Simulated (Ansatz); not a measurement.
The starting structures come from a database of crystals and need not be the phases stable at ambient conditions.

Given:

```
FeP2
1.0
    4.91822     0.00000     0.00000
    0.00000     5.62703     0.00000
    0.00000     0.00000     2.71537
Fe P
2 4
Direct
  0.50000   0.50000   0.50000
  0.00000   0.00000   0.00000
  0.67100   0.13060   0.50000
  0.32900   0.86940   0.50000
  0.17100   0.36940   0.00000
  0.82900   0.63060   0.00000
```

Space group of this cell: Pnnm. The cell is taken as given; by r2SCAN its mean pressure is 0.8 GPa.

Transport runs along the normal of the first two printed cell vectors.

The gap is the functional's own. No spin-orbit coupling. Mid-gap values are interpolated on the energy grid.

Compute, with r2SCAN (Ansatz, a quantum-chemistry and plane-wave program), the band gap and the smallest decay constant κ at mid-gap.

Gap 0.69 eV on a 6×6×12 mesh; κ = 0.211 1/Å, at (0.500, 0.500) of the in-plane reciprocal vectors. At the zone centre, at the nearest computed energy, the slowest state has κ = 0.32 1/Å.
